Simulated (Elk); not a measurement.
```
MnAu
1.0
    3.20776     0.00000     0.00000
    0.00000     3.20776     0.00000
    0.00000     0.00000     3.20776
Mn Au
1 1
Direct
  0.50000   0.50000   0.50000
  0.00000   0.00000   0.00000
```
Moments meant for the start (each program seeds them in its own way; μB, in the order of the atoms Mn Au): 4.0 0.0.

Computed with Elk 10.2.4 with PBEsol, all-electron FP-LAPW, Elk's shipped species files, APW+lo basis with extra local orbitals.

The set-up and first iterations of an Elk log for MnAu (Pm-3m, 2 atoms in the cell):

```
│ Elk code version 10.2.4 │

All units are atomic (Hartree, Bohr, etc.)

│ Ground-state run starting from atomic densities │

Lattice vectors :
   6.061787875       0.000000000       0.000000000
   0.000000000       6.061787875       0.000000000
   0.000000000       0.000000000       6.061787875

Unit cell volume      :    222.7420457
Brillouin zone volume :    1.113620972

Muffin-tin inner radius fraction :   0.1000000000E-01

Nuclei treated as point charges

Species :    1 (Mn)
 parameters loaded from : Mn.in
 name : manganese
 nuclear charge    :   -25.00000000
 electronic charge :    25.00000000
 atomic mass :    100145.9369
 muffin-tin radius :    2.280000000
 number of radial points in muffin-tin :    497
 atomic positions (lattice), magnetic fields (Cartesian) :
   1 :   0.00000000  0.00000000  0.00000000    0.00000000  0.00000000 -1.00000000

Species :    2 (Au)
 parameters loaded from : Au.in
 name : gold
   [... lines left out ...]
 using average radius
Maximum |G+k| for APW functions       :    3.238866397
Maximum (1/2)|G+k|²                   :    5.245127768
Maximum |G| for potential and density :    16.00000000
 potential will be trimmed for |G| > 2 gkmax
Constant for pseudocharge density :   11
Radial integration step length :    4

G-vector grid sizes :     32    32    32
Number of G-vectors :    15515

Maximum angular momentum used for
 APW functions                      :    8
 outer part of muffin-tin           :    6
 inner part of muffin-tin           :    3

Total nuclear charge    :   -104.0000000
Total core charge       :    58.00000000
Total valence charge    :    46.00000000
Total excess charge     :    0.000000000
Total electronic charge :    104.0000000

Effective Wigner radius, rₛ :   0.7996379893

Number of empty states         :   24
Total number of valence states :   94
Total number of core states    :   58

Conduction state local-orbitals added automatically
Total number of local-orbitals :  183

Exchange-correlation functional :     22     0     0
 PBEsol, Phys. Rev. Lett. 100, 136406 (2008)
 gradient requirement :    1
 generalised gradient approximation (GGA)

Smearing type :    3
 Fermi-Dirac
Smearing width :   0.1837470000E-02
Effective electronic temperature (K) :    580.2271348

Mixing type :    3
 Broyden mixing, J. Phys. A: Math. Gen. 17, L317 (1984)

Kohn-Sham potential initialised from atomic data
│ Self-consistent loop started │
│ Loop number : 1 │
 total energy                :     -20169.8235716
 total moment                :    3.408319523
│ Loop number : 2 │
 total energy                :     -20173.2061108
 total moment                :    3.471501255
RMS change in Kohn-Sham potential (target) :    2.651057845     (  0.1000000000E-05)
Absolute change in total energy (target)   :    3.382539243     (  0.1000000000E-03)
│ Loop number : 3 │
 total energy                :     -20164.7088906
 total moment                :    3.334218719
RMS change in Kohn-Sham potential (target) :    2.658171628     (  0.1000000000E-05)
Absolute change in total energy (target)   :    7.651585379     (  0.1000000000E-03)
│ Loop number : 4 │
 total energy                :     -20173.5354797
 total moment                :    3.488150104
RMS change in Kohn-Sham potential (target) :    2.286625736     (  0.1000000000E-05)
Absolute change in total energy (target)   :    6.913692770     (  0.1000000000E-03)
│ Loop number : 5 │
 total energy                :     -20183.5890171
 total moment                :    3.570420473
RMS change in Kohn-Sham potential (target) :    1.249465137     (  0.1000000000E-05)
Absolute change in total energy (target)   :    11.78196052     (  0.1000000000E-03)
│ Loop number : 6 │
 total energy                :     -20191.6310264
 total moment                :    3.771896689
RMS change in Kohn-Sham potential (target) :   0.4343669810     (  0.1000000000E-05)
   [... lines left out ...]
```

How does the run end?

The run converged in 27 iterations. Convergence of the loop says nothing yet on basis, mesh or lower states. It ends on: free energy E − TS -549678.1335 eV; Fermi level (on the code's own zero) 8.58 eV; size of the cell's spin moment 4.16 μB; site moments (μB, in the program's spheres or projections) Mn 3.89, Au 0.09. The log goes on:

```
 total moment                :    4.164253418
RMS change in Kohn-Sham potential (target) :   0.9026489725E-05 (  0.1000000000E-05)
   [... lines left out ...]
Absolute change in total energy (target)   :   0.1635550070E-03 (  0.1000000000E-03)
│ Loop number : 25 │
 total energy                :     -20200.2988731
 total moment                :    4.162084025
RMS change in Kohn-Sham potential (target) :   0.1187500115E-05 (  0.1000000000E-05)
Absolute change in total energy (target)   :   0.9878640412E-05 (  0.1000000000E-03)
│ Loop number : 26 │
 total energy                :     -20200.2987971
 total moment                :    4.161849435
RMS change in Kohn-Sham potential (target) :   0.4269062082E-06 (  0.1000000000E-05)
Absolute change in total energy (target)   :   0.7847369488E-04 (  0.1000000000E-03)
Convergence targets achieved

│ Loop number : 27 │

Energies :
 Fermi                       :     0.315202056998
 xc effective B-field        :    -0.286742980929
 external B-field            :      0.00000000000
 total energy                :     -20200.2988193
 (external B-field energy excluded from total)

Density of states at Fermi energy :    40.03219648
 (states/Hartree/unit cell)

Estimated indirect band gap :   0.8975895224E-03
 from k-point     49 to k-point     36
Estimated direct band gap   :   0.2505864409E-02
 at k-point     48

Charges :
 core                        :    58.00000000
 valence                     :    46.00000000
 interstitial                :    2.641540054
 muffin-tins (core leakage)
  species :    1 (Mn)
   atom    1                 :    23.36883163     (  0.1068656275E-10)
  species :    2 (Au)
   atom    1                 :    77.98962832     (  0.2082723636E-03)
 total in muffin-tins        :    101.3584599
 total calculated charge     :    103.9958518
 total charge                :    104.0000000
 error                       :   0.4148191409E-02

Moments :
 interstitial                :   0.1831649582
 muffin-tins
  species :    1 (Mn)
   atom    1                 :    3.886400546
  species :    2 (Au)
   atom    1                 :   0.9229732749E-01
 total in muffin-tins        :    3.978697874
 total moment                :    4.161862832

│ Self-consistent loop stopped │
```

For comparison: a first run (DFT, LDA (PW92), all-electron FP-LAPW, Elk's shipped species files, APW+lo basis with extra local orbitals) was changed to give this one (xctype: 3 → 22), and from it to this one the size of the net moment goes from 2.02 to 2.08 μB/atom.

The starting cell comes from a database of computed structures (which also holds hypothetical and non-ambient phases and stackings), without a prior relaxation at this level. Spin-orbit coupling is off. With one magnetic atom in the cell only a parallel order is possible. Values depend on the basis (sphere radii, cutoffs, local orbitals), which need not be converged. The log's line on a gap gives a spacing of levels on this mesh, which the program prints for metals too.

The run was DFT, PBEsol, all-electron FP-LAPW, Elk's shipped species files, APW+lo basis with extra local orbitals. Main settings of its input:

- xctype = 22
- spinpol = true
- rgkmax = 8
- stype = 3
- swidth = 0.00183747 Ha
- ngridk = 10 10 10
- reducebf = 0.8
- gmaxvr = 16 1/bohr
- nxlo = 2
- lorbcnd = true
- rmtscf = 0.95
- lmaxi = 3
